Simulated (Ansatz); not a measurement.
How far to go with shifted k-point meshes: ScCd (P4mm, 2 atoms in the cell)

```yaml
crystal:
  lattice:
    - [3.54389, 0.00000, 0.00000]
    - [0.00000, 3.54389, 0.00000]
    - [0.00000, 0.00000, 3.54389]
  atoms:
    - { symbol: Sc, position: [0.50000, 0.50000, 0.51411] }
    - { symbol: Cd, position: [0.00000, 0.00000, 0.00000] }
```

Computed with PBEsol, default PAW files made with PBE (plane waves; Ansatz, an electronic-structure program).

Base settings: basis.ecutwfc = 420 eV; kpoints.mp_grid.grid = 9 9 9; hamiltonian.xc = pbesol; hamiltonian.pseudopotentials = {kind: paw} (the program's default PAW files); scf.occupations.method = gaussian; scf.occupations.width = 0.1 eV.

In this ladder: kpoints.mp_grid.shift = 0.5 0.5 0.5.

Only quantities that move along the ladder and can be compared are tabulated.

The count of work is k-points × plane waves × bands × iterations; it is no time. 

The starting cell comes from a database of computed structures (which also holds hypothetical and non-ambient phases and stackings), without a prior relaxation at this level. Its lattice was rescaled by up to half a per cent. One atom was moved a little off its site on purpose. In the base run, with a pressure of about -3 GPa the cell is away from its equilibrium volume at this level. Ansatz's pressure includes its estimate of the finite-basis (Pulay) stress.

Steps (kpoints.mp_grid.grid): 2 2 2; 3 3 3; 4 4 4; 5 5 5; 6 6 6; 7 7 7; 8 8 8; 9 9 9; 10 10 10; 11 11 11; 12 12 12; 13 13 13; 15 15 15; 16 16 16; 18 18 18; 20 20 20; 22 22 22; 25 25 25; 27 27 27; 30 30 30.

What is the coarsest kpoints.mp_grid.grid that holds the free energy within 2 meV/atom of the last step, with all finer ones?

8 8 8, at 0.022 of the last step's count of work; the step before is off by 2.8 meV/atom.

What is the coarsest kpoints.mp_grid.grid that holds the forces within 0.01 eV/Å of the last step, with all finer ones?

4 4 4, at 0.0033 of the last step's count of work; the step before is off by 0.041 eV/Å.

What is the coarsest kpoints.mp_grid.grid that holds the pressure within 0.5 GPa of the last step, with all finer ones?

3 3 3, at 0.0033 of the last step's count of work; the step before is off by 2.2 GPa.

```csv
kpoints.mp_grid.grid,free energy less the last step's (meV/atom),pressure (GPa),largest difference of a force vector from the last step's (eV/Å),count of work / last
2 2 2,842.18,-1.15,0.021,0.00065
3 3 3,53.43,-3.60,0.041,0.0033
4 4 4,-54.53,-3.52,0.001,0.0033
5 5 5,0.66,-3.36,0.005,0.010
6 6 6,2.72,-3.34,0.001,0.010
7 7 7,2.77,-3.31,0.004,0.022
8 8 8,-1.25,-3.34,0.001,0.022
9 9 9,0.25,-3.37,0.001,0.042
10 10 10,0.03,-3.33,0.000,0.042
11 11 11,0.09,-3.34,0.001,0.070
12 12 12,0.09,-3.34,0.000,0.070
13 13 13,-0.30,-3.35,0.000,0.11
15 15 15,0.16,-3.34,0.000,0.16
16 16 16,0.02,-3.34,0.000,0.16
18 18 18,0.02,-3.34,0.000,0.23
20 20 20,-0.02,-3.34,0.000,0.31
22 22 22,0.00,-3.34,0.000,0.40
25 25 25,0.00,-3.34,0.000,0.66
27 27 27,0.00,-3.34,0.000,0.82
30 30 30,0.00,-3.34,0.000,1.0
```

Two neighbours can agree and both be off: 6 6 6 and 7 7 7 differ by 0.05 meV/atom in the free energy, yet lie about 2.8 meV/atom from the last step.

Keys are those of Ansatz 0.2.
